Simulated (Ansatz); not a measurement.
# Converging the k-point mesh: a (001) slab of Ca2AgPd2 (cut from a parent of space group no. 71; 10 atoms in the cell)

```xyz
10
Lattice="4.5012 0.0000 0.0000 0.0000 5.8039 0.0000 0.0000 0.0000 21.6502" Properties=species:S:1:pos:R:3 pbc="T T T"
Ca     0.0000     2.9019    14.6502
Ca     0.0000     2.9019    11.2293
Ag     0.0000     0.0000    12.9397
Pd     2.2506     4.2438    12.9397
Pd     2.2506     1.5601    12.9397
Ca     2.2506     0.0000    10.4208
Ca     2.2506     0.0000     7.0000
Ag     2.2506     2.9019     8.7104
Pd     0.0000     1.3418     8.7104
Pd     0.0000     4.4621     8.7104
```

Level of theory: PBEsol, default PAW files made with PBE (plane waves; Ansatz, a program for electronic structure).

Base settings: basis.ecutwfc = 420 eV; kpoints.mp_grid.grid = 5 3 1; hamiltonian.xc = pbesol; hamiltonian.pseudopotentials = {kind: paw} (the program's default PAW files); scf.occupations.method = fermi_dirac; scf.occupations.width = 0.1 eV.

Only quantities that move along the ladder and can be compared are tabulated.

The count of work is k-points × plane waves × bands × iterations; it is no time. Core times come from one kind of shared machine, to one figure; runs under 30 s give none.

The starting cell comes from a database of computed structures (which also holds hypothetical and non-ambient phases and stackings), without a prior relaxation at this level. The slab is cut from that crystal, and its faces are unrelaxed. Its lattice was rescaled by up to half a per cent. Spin polarisation is off. Without a gap this mesh is coarse (it stands for a supercell whose shortest in-plane vector is 17 Å).

Steps (kpoints.mp_grid.grid): 2 1 1; 2 2 1; 3 2 1; 3 3 1; 4 3 1; 5 3 1; 5 4 1; 6 4 1; 6 5 1; 7 6 1; 9 7 1; 10 8 1; 12 9 1; 14 11 1; 16 13 1; 19 15 1.

Question: What is the coarsest kpoints.mp_grid.grid that holds the free energy within 0.5 meV/atom of the last step, with all finer ones?

Answer: 7 6 1, at 0.20 of the last step's count of work and about 0.2 of the last step's time; the step before is off by 0.69 meV/atom.

Question: What is the coarsest kpoints.mp_grid.grid that holds the forces within 0.01 eV/Å of the last step, with all finer ones?

Answer: 7 6 1, at 0.20 of the last step's count of work and about 0.2 of the last step's time; the step before is off by 0.020 eV/Å.

| kpoints.mp_grid.grid | free energy less the last step's (meV/atom) | largest difference of a force vector from the last step's (eV/Å) | count of work / last | core time / last (rough) |
|---|---|---|---|---|
| 2 1 1 | 153.01 | 0.392 | 0.028 | – |
| 2 2 1 | -24.14 | 0.163 | 0.050 | – |
| 3 2 1 | -2.27 | 0.255 | 0.050 | – |
| 3 3 1 | -4.30 | 0.064 | 0.050 | – |
| 4 3 1 | -9.17 | 0.075 | 0.083 | – |
| 5 3 1 | -15.28 | 0.065 | 0.075 | – |
| 5 4 1 | -2.24 | 0.064 | 0.12 | 0.1 |
| 6 4 1 | -0.08 | 0.023 | 0.15 | 0.2 |
| 6 5 1 | 0.69 | 0.020 | 0.15 | 0.2 |
| 7 6 1 | -0.03 | 0.003 | 0.20 | 0.2 |
| 9 7 1 | 0.24 | 0.008 | 0.25 | 0.3 |
| 10 8 1 | 0.13 | 0.005 | 0.38 | 0.4 |
| 12 9 1 | 0.08 | 0.005 | 0.44 | 0.4 |
| 14 11 1 | -0.04 | 0.000 | 0.60 | 0.6 |
| 16 13 1 | 0.02 | 0.000 | 0.79 | 0.8 |
| 19 15 1 | 0.00 | 0.000 | 1.0 | 1 |

Keys are those of Ansatz 0.2.
